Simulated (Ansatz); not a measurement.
InAs: response to strain

Start from InAs in the zinc blende structure (space group F-43m, No. 216).

InAs has the cubic space group F-43m (No. 216), the zinc blende structure, Pearson symbol cF8. Conventional cell: a = b = c = 6.087 Å, α = β = γ = 90.00°. In on 4a is coordinated by 4 As at 2.636 Å (tetrahedral). As on 4d is surrounded by 4 In at 2.636 Å (tetrahedral). (Neighbours: up to the widest gap in distance over summed covalent radii, below 1.35, at either atom; cation-cation and far metal-metal contacts left out.)
(The calculation used a cell of 2 atoms; values per cell refer to that cell.)

Strains are applied to the cell and any free atomic positions relax.

The values are results of plane-wave PAW DFT at the PBEsol level (Ansatz, a quantum-chemistry and plane-wave program, 420 eV), spin-orbit coupling left out, not measurements.

Candidates:
(a) isotropic strain −3.00 %
(b) isotropic strain +3.00 %
(c) isotropic strain +1.50 %
(d) isotropic strain +1.00 %

Notes on the quantities. energy relative to the base: free energy F.

### Question
Order them by energy relative to the base, lowest first.

### Answer
(d) isotropic strain +1.00 % (+4.3 meV/atom), (c) isotropic strain +1.50 % (+9.4 meV/atom), (b) isotropic strain +3.00 % (+36 meV/atom), (a) isotropic strain −3.00 % (+44 meV/atom)

A case with no gap was solved on a k-mesh chosen for an insulator, which is coarse for it. Stability against distortions was not tested. The final runs are not spin-polarised.
